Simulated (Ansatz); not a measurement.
Base system: TiAl (space group P4/mmm, No. 123; a = 2.7963 Å, c = 4.0381 Å; relaxed with 0.1 eV smearing). Axes: x, y, z lie along a, b, c of the conventional cell.

Method: PBEsol (Ansatz, a quantum-chemistry and plane-wave program, PAW, no SOC).

Perturbation: uniaxial strain ε_xx = −2.00 %, all other strain components held at zero, atoms relaxed at fixed cell.

Problem. Predict the stress tensor and what it implies for the stiffness.

Solution. Stress of the strained cell less that of the base (GPa, compression positive):
```
    4.4     0.0     0.0
    0.0     1.3     0.0
    0.0     0.0     1.9
```

Then −Δσ_ii/ε with ε = -0.0200 gives secant stiffness values (nonlinear terms included at this strain): C11 ≈ 221 GPa, C12 ≈ 65 GPa and C13 ≈ 96 GPa.

As a check, the harmonic strain energy −½ V₀ Δσ:ε is 4.3 meV/atom; the computed energy rise is 4.3 meV/atom.

Whether these cells are dynamically stable was not tested. The final runs are not spin-polarised.
